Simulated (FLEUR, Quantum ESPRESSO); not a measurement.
A Quantum ESPRESSO input for a self-consistent single point of CdSe (F-43m, 2 atoms in the cell) (DFT, PBEsol, plane waves, SSSP 1.1.2 precision (PBE) pseudopotentials):

```fortran
&CONTROL
    calculation = 'scf'
    outdir = './out'
    pseudo_dir = './'
    tprnfor = .true.
    tstress = .true.
/
&SYSTEM
    ibrav = 2
    celldm(1) = 11.4328430540
    nat = 2
    ntyp = 2
    ecutwfc = 55
    ecutrho = 440
    occupations = 'smearing'
    smearing = 'fd'
    degauss = 0.0036749
    input_dft = 'pbesol'
/
&ELECTRONS
    conv_thr = 1.0e-11
    mixing_beta = 0.7
/
ATOMIC_SPECIES
Cd   112.4140  Cd.pbe-dn-rrkjus_psl.0.3.1.UPF
Se    78.9710  Se_pbe_v1.uspp.F.UPF
ATOMIC_POSITIONS {angstrom}
Cd    0.0000000000    0.0000000000    0.0000000000
Se   -1.5125000000    1.5125000000    1.5125000000
K_POINTS {automatic}
9 9 9  0 0 0
```

**Question.** Translate this input to FLEUR.

**Answer.** One input that does it (others would too):

Input of the input generator:

```
CdSe crystal
&input film=f /
-0.0000000000 0.7071067812 0.7071067812
0.7071067812 -0.0000000000 0.7071067812
0.7071067812 0.7071067812 0.0000000000
8.0842408517
1.0 1.0 1.0

2
48 0.0000000000 0.0000000000 0.0000000000
34 0.2500000000 0.2500000000 0.2500000000

&comp jspins=1 /
&exco xctyp='PBEs' /
&kpt div1=9 div2=9 div3=9 /
&end /
```

```xml
<?xml version="1.0" encoding="UTF-8" standalone="no"?>
<fleurInput fleurInputVersion="0.39">
   <comment>
      CdSe crystal                                                                                        
   </comment>
   <calculationSetup>
      <cutoffs Kmax="4.3" Gmax="15.0" GmaxXC="15.0" numbands="0"/>
      <scfLoop itmax="100" minDistance="0.00001" maxIterBroyd="15" imix="Anderson" alpha="0.05" precondParam="0.0" spinf="2.0"/>
      <coreElectrons ctail="T" frcor="F" kcrel="0" coretail_lmax="0"/>
      <xcFunctional name="PBEs" relativisticCorrections="F"/>
      <magnetism jspins="1"/>
      <soc l_soc="F" theta="0.0" phi="0.0" spav="F"/>
      <expertModes spex="0" secvar="F"/>
      <geometryOptimization l_f="T" forcealpha="1.0" forcemix="BFGS" epsdisp="0.00001" epsforce="0.00001"/>
      <ldaU l_linMix="F" mixParam="0.05" spinf="1.0"/>
   </calculationSetup>
   <cell>
      <bzIntegration valenceElectrons="34.0" mode="hist" fermiSmearingEnergy="0.00183747">
         <kPointListSelection listName="default-1"/>
         <!-- k-points included here -->
         <xi:include xmlns:xi="http://www.w3.org/2001/XInclude" href="kpts.xml"> </xi:include>
      </bzIntegration>
      <!-- symmetry operations included here -->
      <xi:include xmlns:xi="http://www.w3.org/2001/XInclude" href="sym.xml"> </xi:include>
      <bulkLattice scale="1.0">
         <bravaisMatrix>
            <row-1>    0.0000000000000000     5.7164215270911338     5.7164215270911338</row-1>
            <row-2>    5.7164215270911338     0.0000000000000000     5.7164215270911338</row-2>
            <row-3>    5.7164215270911338     5.7164215270911338     0.0000000000000000</row-3>
         </bravaisMatrix>
      </bulkLattice>
   </cell>
   <atomSpecies>
      <species name="Cadmium (Cd)" element="Cd" atomicNumber="48">
         <mtSphere radius="2.31" gridPoints="797" logIncrement="0.016"/>
         <atomicCutoffs lmax="10" lnonsphr="8"/>
         <electronConfig flipSpins="F">
            <coreConfig>(1s1/2) (2s1/2) (2p1/2) (2p3/2) (3s1/2) (3p1/2) (3p3/2) (4s1/2) (3d3/2) (3d5/2)</coreConfig>
            <valenceConfig>(4p1/2) (4p3/2) (5s1/2) (4d3/2) (4d5/2)</valenceConfig>
         </electronConfig>
         <energyParameters s="5" p="5" d="4" f="4"/>
         <lo type="SCLO" l="1" n="4" eDeriv="0"/>
         <lo type="HELO" l="2" n="5" eDeriv="0"/>
      </species>
      <species name="Selenium (Se)" element="Se" atomicNumber="34">
         <mtSphere radius="2.31" gridPoints="797" logIncrement="0.016"/>
         <atomicCutoffs lmax="10" lnonsphr="8"/>
         <electronConfig flipSpins="F">
            <coreConfig>(1s1/2) (2s1/2) (2p1/2) (2p3/2) (3s1/2) (3p1/2) (3p3/2)</coreConfig>
            <valenceConfig>(4s1/2) (3d3/2) (3d5/2) (4p1/2) (4p3/2)</valenceConfig>
            <stateOccupation state="(4p1/2)" spinUp="0.6666666666667" spinDown="0.6666666666667"/>
            <stateOccupation state="(4p3/2)" spinUp="1.3333333333333" spinDown="1.3333333333333"/>
         </electronConfig>
         <energyParameters s="4" p="4" d="3" f="4"/>
         <lo type="HELO" l="2" n="4" eDeriv="0"/>
      </species>
   </atomSpecies>
   <atomGroups>
      <atomGroup species="Cadmium (Cd)">
         <relPos label="                   1">.0000000000 .0000000000 .0000000000</relPos>
         <force calculate="T" relaxXYZ="TTT"/>
      </atomGroup>
      <atomGroup species="Selenium (Se)">
         <relPos label="                   2">1.000/4.000 1.000/4.000 1.000/4.000</relPos>
         <force calculate="T" relaxXYZ="TTT"/>
      </atomGroup>
   </atomGroups>
   <output dos="F" band="F" slice="F">
      <checks vchk="F" cdinf="F"/>
      <bandDOS minEnergy="-.5*Htr" maxEnergy="0.5*Htr" sigma="0.015" storeEVData="T"/>
      <vacuumDOS vacdos="F" integ="F" star="F" nstars="0" locx1="0.0" locy1="0.0" locx2="0.0" locy2="0.0" nstm="0" tworkf="0.0"/>
      <unfoldingBand unfoldBand="F" supercellX="1" supercellY="1" supercellZ="1"/>
      <plotting iplot="0" polar="F">
         <plot TwoD="T" vec1="  1.0  0.0  0.0" vec2="  0.0  1.0  0.0" vec3="  0.0  0.0  1.0" zero="  0.0  0.0  0.0" file="plot"/>
      </plotting>
      <chargeDensitySlicing numkpt="0" minEigenval="0.0" maxEigenval="0.0" nnne="0" pallst="F"/>
      <specialOutput eonly="F"/>
      <magneticCircularDichroism mcd="F" energyLo="-10.0" energyUp="0.0"/>
   </output>
  <!-- We include the file relax.xml here to enable relaxations (see documentation) -->
  <xi:include xmlns:xi="http://www.w3.org/2001/XInclude" href="relax.xml"> <xi:fallback/> </xi:include>
</fleurInput>
```

Basis settings and potentials, where a program has them, do not carry over. This input uses DFT, PBEsol, all-electron FLAPW (FLEUR), scalar-relativistic valence. Both were run: gap on the mesh 0.483 eV in Quantum ESPRESSO and 0.526 in FLEUR.

On Quantum ESPRESSO: the starting cell has typed, rounded lattice constants, without a prior relaxation at this level.

On FLEUR: the starting cell has typed, rounded lattice constants, without a prior relaxation at this level. Values depend on the basis (sphere radii, cutoffs, local orbitals), which need not be converged.
